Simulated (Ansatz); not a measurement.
Ansatz (a first-principles code), DFT, PBE, plane waves, its default PAW files: Al(100) slab of 12 layers, 2x2, C adatom, atoms displaced (Al48C), unrelaxed, 49 atoms. Basis and mesh were picked for this test and aren't claimed converged.

```
Item                                                       Value
------------------------------  --------------------------------
cell                            5.73, 5.73, 33.88 Å; 90, 90, 90°
distance to the nearest atom                      1.98 to 2.85 Å
task                                                single point
k mesh                                                     4×4×1
hamiltonian.xc                                               pbe
kind of files                                                paw
scf.occupations.method                               fermi_dirac
scf.occupations.width                                     0.1 eV
output.forces                                               true
binding of workers (--pin)                                   off
k-point pools (--kpoint-pools)                                 1
memory maximum (--max-ram)                                  8GiB
accuracy                                        medium (default)
basis.precision                                   auto (default)
basis.xc_grid                                        2 (default)
scf.eigensolver.kind                              auto (default)
scf.convergence.dr2_threshold                    1e-07 (default)
scf.lower_state_search                           light (default)
k-points after symmetry                                       10
bands at the start                                           123
electrons                                                    148
plane waves at Γ                                           21885
cutoff (eV)                                                  420
FFT grid                                               40×40×240
symmetry operations                                            1
```

Settings of this run: scf.mixing.algorithm = anderson, scf.mixing.preconditioner = auto, scf.mixing.ndim = 1, scf.algorithm = auto; 4 threads.

| iteration | dr2 (eV) | Hψ |
|---|---|---|
| 1 | 1.09e2 | 6839 |
| 2 | 1.23e-1 | 1432 |
| 3 | 1.75e-2 | 1744 |
| 4 | 6.36e-3 | 2123 |
| 5 | 2.79e-3 | 1763 |
| 6 | 1.35e-3 | 1780 |
| 7 | 6.76e-4 | 1799 |
| 8 | 3.59e-4 | 1868 |
| 9 | 1.97e-4 | 1894 |
| 10 | 1.13e-4 | 1905 |
| 11 | 6.46e-5 | 2071 |
| 12 | 3.70e-5 | 2030 |
| 13 | 2.15e-5 | 1934 |
| 14 | 1.28e-5 | 1942 |
| 15 | 7.86e-6 | 1950 |
| 16 | 5.06e-6 | 2142 |
| 17 | 3.28e-6 | 2202 |
| 18 | 2.10e-6 | 1984 |
| 19 | 1.35e-6 | 2028 |
| 20 | 8.77e-7 | 1809 |
| 21 | 5.94e-7 | 1897 |
| 22 | 4.18e-7 | 2120 |
| 23 | 2.91e-7 | 2278 |
| 24 | 1.97e-7 | 2048 |
| 25 | 1.33e-7 | 1900 |
| 26 | 8.92e-8 | 3585 |

It converged after 26 SCF iterations.

**Question.** Which change of one setting makes this cycle converge in far fewer steps?

**Answer.** One answer among several that fit: scf.mixing.ndim = not set (8 SCF iterations) or scf.mixing.ndim = 4 (8 SCF iterations) or scf.mixing.ndim = 16 (8 SCF iterations), all else kept. In that run the program took: scf.mixing.preconditioner LDOS, scf.eigensolver.kind band_cg, --slots 4. The first change moves the result by: energy under 0.001 meV/atom, forces (largest component) 0.079 meV/Å. Counts are of single runs.

Keys are those of Ansatz 0.2.
